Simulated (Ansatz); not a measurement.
A computed series for GaSb: response to strain

Start from GaSb in the zinc blende structure (space group F-43m, No. 216; a = 6.112 Å). Axes: x, y, z lie along the cube axes.

Strains are applied to the cell and any free atomic positions relax; under biaxial strain the out-of-plane vector relaxes too.

All numbers come from DFT with PBEsol, PAW potentials and a 420 eV plane-wave cutoff in Ansatz (a program for electronic structure), no SOC, earlier PAW set.

Candidates:
(a) uniaxial strain ε_yy = +2.55 %
(b) biaxial strain +2.39 %, plane normal [110], relaxed out of plane
(c) isotropic strain −3.83 %

Notes on the quantities. energy relative to the base: free energy F.

Order them by energy relative to the base, highest first.

(c) isotropic strain −3.83 % (+70 meV/atom), (b) biaxial strain +2.39 %, plane normal [110], relaxed out of plane (+11 meV/atom), (a) uniaxial strain ε_yy = +2.55 % (+4.6 meV/atom)

A biaxial case was relaxed in a doubled cell and then solved in the primitive one. Stability against distortions was not tested. The final runs are not spin-polarised.
